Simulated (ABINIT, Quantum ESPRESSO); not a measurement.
A Quantum ESPRESSO input for a self-consistent single point of SrZn₅ (P6/mmm, 6 atoms in the cell) (DFT, LDA (PZ), plane waves, GBRV 1.5 ultrasoft (LDA) pseudopotentials):

```fortran
&control
   calculation = 'scf',
   prefix = 'srzn5',
   outdir = './tmp/',
   pseudo_dir = './',
   tprnfor = .true.,
   tstress = .true.,
/
&system
   ibrav = 4,
   celldm(1) = 10.3675860721,
   celldm(3) = 0.765282145971,
   nat = 6,
   ntyp = 2,
   ecutwfc = 50,
   ecutrho = 250,
   occupations = 'smearing',
   smearing = 'fermi-dirac',
   degauss = 0.0073499,
/
&electrons
   conv_thr = 1.0d-9,
   mixing_beta = 0.4,
/
ATOMIC_SPECIES
Sr    87.6200  sr_lda_v1.uspp.F.UPF
Zn    65.3800  zn_lda_v1.uspp.F.UPF
ATOMIC_POSITIONS angstrom
Sr    0.0000000000    0.0000000000    0.0000000000
Zn    2.7431451407    1.5837555854    0.0000000000
Zn    0.0000000000    3.1675111708    0.0000000000
Zn    2.7431451407    0.0000000000    2.0992800000
Zn    1.3715725704    2.3756333781    2.0992800000
Zn   -1.3715725704    2.3756333781    2.0992800000
K_POINTS automatic
5 5 5  0 0 0
```

### Question
Write the same calculation as an input for ABINIT.

### Answer
One input that does it (others would too):

```
# SrZn5, JTH v2.0 LDA PAW
pp_dirpath "./"
pseudos "Sr.LDA_PW-JTH.xml, Zn.LDA_PW-JTH.xml"
acell 3*1.0
rprim
        10.3675860721   -0.0000001234    0.0000000000
        -5.1837929292    8.9785929761    0.0000000000
         0.0000000000    0.0000000000    7.9341285178
natom 6
ntypat 2
znucl 38 30
typat 1 2 2 2 2 2
xcart
         0.0000000000    0.0000000000    0.0000000000
         5.1837930717    2.9928642431    0.0000000000
         0.0000000713    5.9857286096    0.0000000000
         5.1837930361   -0.0000000617    3.9670642589
         2.5918965715    4.4892964263    3.9670642589
        -2.5918964646    4.4892964880    3.9670642589
ecut 816 eV
pawecutdg 1633 eV
pawxcdev 0
occopt 3
tsmear 0.00367493
nband 45
kptopt 1
ngkpt 5 5 5
nshiftk 1
shiftk 0 0 0
nstep 50
toldfe 1.0e-09
prtwf 0
prtden 0
prtvol 1
```

Basis, cutoffs, solver keys and any potentials are the target program's own. This input uses DFT, LDA (PW92), plane waves, PAW (JTH v2.0 LDA PAW). LDA parametrisations can differ slightly between programs. Both were run: pressure -4.75 GPa in Quantum ESPRESSO and -4.48 in ABINIT.

On ABINIT: the starting cell comes from a database of computed structures (which also holds hypothetical and non-ambient phases and stackings), without a prior relaxation at this level. With a pressure of about -4 GPa the cell is away from its equilibrium volume at this level.

On Quantum ESPRESSO: the starting cell comes from a database of computed structures (which also holds hypothetical and non-ambient phases and stackings), without a prior relaxation at this level. With a pressure of about -5 GPa the cell is away from its equilibrium volume at this level.
